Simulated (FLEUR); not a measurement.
Band structure of YMg (P-3m1, 4 atoms in the cell).

```
YMg
1.0
    3.41705     0.00000     0.00000
   -1.70853     2.95925     0.00000
    0.00000     0.00000    11.24178
Y Mg
2 2
Direct
  0.66667   0.33333   0.87089
  0.33333   0.66667   0.12911
  0.33333   0.66667   0.61802
  0.66667   0.33333   0.38198
```

Method of the run: LDA (Vosko-Wilk-Nusair), all-electron FLAPW (FLEUR), scalar-relativistic valence.

Settings: Kmax = 3.8 1/bohr; GmaxXC = 11.4 1/bohr; xcFunctional = vwn; jspins = 1; l_soc = F; mode = hist; fermiSmearingEnergy = 0.00734986 Htr; mesh (inpgen div1-3) = 8 8 2; inpgen gamma flag = true; Gmax = 11.4 1/bohr; numbands = 0; maxIterBroyd = 15; imix = Anderson; alpha = 0.05.

The starting cell comes from a database of computed structures (which also holds hypothetical and non-ambient phases and stackings), without a prior relaxation at this level. Values depend on the basis (sphere radii, cutoffs, local orbitals), which need not be converged.

Levels in eV from the Fermi level, bands 18 to 25:
| point | 18 | 19 | 20 | 21 | 22 | 23 | 24 | 25 |
|---|---|---|---|---|---|---|---|---|
| Γ | -4.12 | -3.88 | -1.81 | -0.28 | 1.00 | 1.97 | 1.97 | 2.19 |
| M | -1.76 | -1.46 | -1.26 | -0.53 | -0.37 | 0.58 | 1.48 | 1.64 |
| K | -0.47 | -0.47 | -0.23 | -0.13 | -0.13 | 0.22 | 0.50 | 0.50 |
| A | -4.76 | -2.73 | -2.53 | -0.31 | 0.96 | 1.97 | 1.97 | 2.19 |
| L | -1.83 | -1.26 | -1.03 | -0.89 | -0.04 | 0.19 | 1.08 | 2.25 |
| H | -0.53 | -0.49 | -0.29 | -0.10 | -0.10 | 0.13 | 0.64 | 0.64 |
